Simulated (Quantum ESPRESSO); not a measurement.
Several settings converged on CoSi₂ (I4mm, 3 atoms in the cell)

```
CoSi2
1.0
    0.00000     2.67196     2.67196
    2.67196     0.00000     2.67196
    2.67196     2.67196     0.00000
Co Si
1 2
Cartesian
  0.00000   0.00000   0.05000
  1.33598   1.33598   1.33598
  4.00794   4.00794   4.00794
```

Base method: PBEsol, PSlibrary PAW (PBE) pseudopotentials (plane waves; Quantum ESPRESSO 7.5).

Base settings: ecutwfc = 50 Ry; ecutrho = 300 Ry; occupations = smearing; smearing = fermi-dirac; degauss = 0.0073499 Ry; input_dft = pbesol; potentials = {Co: Co.pbe-n-kjpaw_psl.1.0.0.UPF, Si: Si.pbe-n-kjpaw_psl.1.0.0.UPF}; K_POINTS = automatic 4 4 4 0 0 0; conv_thr = 1e-10 Ry.

The count of work is k-points × plane waves × bands × iterations; it is no time. Core times come from one kind of shared machine, to one figure; runs under 30 s give none.

**The cutoff for other potential files**

Level: DFT, PBEsol, plane waves, PSlibrary ultrasoft (PBE, semicore) pseudopotentials.

In this ladder: pseudopotentials = {Co: Co.pbe-spn-rrkjus_psl.1.0.0.UPF, Si: Si.pbe-n-rrkjus_psl.1.0.0.UPF}. Moved along: ecutrho.

The second cell is the first with its lattice scaled by 0.98.

The mesh stays at the base's, so the ladder's end is converged at best in this setting alone.

Only quantities that move along the ladder and can be compared are tabulated.

```tsv
ecutwfc	free energy less the last step's (meV/atom)	energy of the compressed cell less the first (meV/atom)	pressure (GPa)	largest difference of a force vector from the last step's (eV/Å)	count of work / last	core time / last (rough)
47 Ry	565.83	17.40	-53.66	0.010	0.27	0.2
59 Ry	67.72	14.69	-4.79	0.001	0.32	0.2
72 Ry	50.28	14.71	-3.91	0.001	0.19	0.2
85 Ry	21.93	14.70	-4.14	0.000	0.22	0.3
102 Ry	5.94	14.76	-3.02	0.000	0.39	0.5
128 Ry	3.09	14.71	-2.96	0.000	0.43	0.6
170 Ry	0.00	14.71	-2.84	0.000	1.0	1
```

Coarsest ecutwfc that holds the free energy within 5 meV/atom: not settled: the last two steps still differ by 3.1 meV/atom, over half the tolerance, so the ladder does not show it.

Coarsest ecutwfc that holds the energy of the compressed cell less the first within 2 meV/atom of the last step, with all finer ones: 59 Ry, at 0.32 of the last step's count of work and about 0.2 of the last step's time; the step before is off by 2.7 meV/atom.

Coarsest ecutwfc that holds the forces within 0.005 eV/Å of the last step, with all finer ones: 59 Ry, at 0.32 of the last step's count of work and about 0.2 of the last step's time; the step before is off by 0.010 eV/Å.

At the lowest cutoff the pressure lies 50.8 GPa under the last step's, the usual sign of Pulay stress in an incomplete plane-wave basis.

**The relaxed cell against the cutoff**

On CoSi₂ (Fm-3m, 3 atoms in the cell): atoms on their sites.

In this ladder: calculation = vc-relax; tprnfor = default; tstress = default. Moved along: ecutrho.

The mesh stays at the base's, so the ladder's end is converged at best in this setting alone.

Only quantities that move along the ladder and can be compared are tabulated.

```tsv
ecutwfc	relaxed volume (Å³/atom)	relaxation steps	core time / last (rough)
25 Ry	11.507	4	0.4
30 Ry	12.299	3	0.4
35 Ry	12.507	2	0.3
42 Ry	12.469	2	0.4
50 Ry	12.480	2	0.5
60 Ry	12.507	2	0.6
75 Ry	12.502	2	0.6
100 Ry	12.507	2	1
```

Coarsest ecutwfc that holds the relaxed volume within 0.025 Å³/atom of the last step, with all finer ones: 60 Ry; the step before is off by 0.027 Å³/atom.

At the lowest cutoff the cell relaxes to a volume 8.0 % smaller than at the highest.

On the base run: the starting cell has typed, rounded lattice constants, without a prior relaxation at this level. Its lattice was rescaled by up to half a per cent. One atom was moved a little off its site on purpose. Spin polarisation is off. Without a gap this mesh is coarse (it stands for a supercell whose shortest vector is 15 Å).

Left out of this page: 1 run of the series failed or unconverged.
